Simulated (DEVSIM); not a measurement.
Structure: Ni/SiO2/p-Si capacitor, at 300 K.

```csv
layer (left to right),material,thickness (nm),Na (cm⁻³)
1,SiO2,6.50,-
2,Si,940,3.7e17
```

Metal gate on the left, work function 5.1 eV. Fixed charge at the semiconductor interface -2.7e11 cm⁻² (in units of +e); interface traps 8.3e11 cm⁻² eV⁻¹, uniform in energy, neutral level at 0.3 of the gap above the valence band.

This is a model device: material constants are rounded textbook-type values typed into the input, and sizes, dopings and lifetimes were drawn at random. Values at 300 K; Nc and Nv go as T^1.5, mobilities as T to minus their exponent, the gap by Varshni's rule with the affinity fixed.

```tsv
parameter	SiO2	Si
gap (eV)	9	1.124
affinity (eV)	0.9	4.05
permittivity	3.9	11.7
Nc (cm⁻³)	-	2.86e19
Nv (cm⁻³)	-	3.1e19
Varshni α (eV/K)	-	0.000473
Varshni β (K)	-	636
```

Model (solved in DEVSIM): 1D Poisson equation in equilibrium, Boltzmann statistics, complete ionisation; no quantum confinement or tunnelling. Metal contacts follow the ideal Schottky-Mott rule: no Fermi-level pinning, no interface dipoles.

The temperature was swept, all else fixed.

```tsv
temperature (K)	flat-band voltage (V)	minimum of the low-frequency capacitance (μF/cm²)
250	0.02	0.204
300	0.07	0.206
350	0.11	0.212
400	0.16	0.218
450	0.21	0.223
500	0.27	0.233
```

From the first row to the last the flat-band voltage goes from 0.02 to 0.27. From the first row to the last the minimum of the low-frequency capacitance goes from 0.204 to 0.233.
